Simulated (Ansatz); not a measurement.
What isotropic strain +0.60 % does to CsSnI3

Consider CsSnI₃ in the cubic perovskite structure (space group Pm-3m, No. 221; a = 6.271 Å).

Now apply this change: every lattice vector is stretched by 0.60 %, atoms relaxed at fixed cell.

Calculations: DFT with PBE, PAW potentials and a 420 eV plane-wave cutoff in Ansatz (a program for electronic structure), scalar-relativistic without spin-orbit coupling. Settings: 6×6×6 k-points, 0.05 eV Fermi–Dirac smearing.

```tsv
quantity	base	changed	shift
volume per atom	49.33 Å³	50.22 Å³	+0.89 Å³
space group	Pm-3m (No. 221)	Pm-3m (No. 221)	–
shortest interatomic distance	3.136 Å	3.154 Å	+0.0188 Å
energy relative to the base (free energy F)	0 meV/atom	+0.2 meV/atom	+0.2 meV/atom
pressure	1.1 kbar	-1.7 kbar	-2.74 kbar
band gap	0.45 eV	0.53 eV	+0.074 eV
gap character	direct at R	direct at R	–
mean gap deformation potential ΔEg/Δln V	–	+4.1 eV	–
width of the top valence band	2.03 eV	1.92 eV	-0.11 eV
electron mass (degenerate bands, along [100])	0.035, 0.75, 0.75 mₑ (at R)	0.040, 0.76, 0.76 mₑ (at R)	–
hole mass	0.048 mₑ (at R)	0.056 mₑ (at R)	–
```

Spin-orbit coupling, missing from the scalar runs, can matter with I. Masses are band curvatures over ±0.01 Å⁻¹ around the edge. Stability against distortions was not tested. Many cubic perovskites are stable only at high temperature; tilts and polar distortions were not tested.
